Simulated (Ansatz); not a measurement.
Data:

```
InFe
1.0
    0.00000     2.70145     2.70145
    2.70145     0.00000     2.70145
    2.70145     2.70145     0.00000
In Fe
1 1
Direct
  0.00000   0.00000   0.00000
  0.50000   0.50000   0.50000
```

Spin-polarised, with starting moments of sign In0 Fe+.

All numbers come from Ansatz (a quantum-chemistry and plane-wave program), PBE, PAW, cutoff 420 eV, spin-orbit coupling left out. k-mesh 15×15×15 (Γ-centred); smearing 0.05 eV (Fermi–Dirac).

**Question.** Predict the largest site moment and band gap.

**Answer.** The largest site moment is 2.67 μB and the band gap is zero.

The magnetic state is the one reached from the starting moments; the real material's order can differ, and small cells can't hold many antiferromagnetic ones. Stability against distortions was not tested. The cell was made from FeBi by this change: Bi → In; the result is a hypothetical phase, not in the database extracts checked.
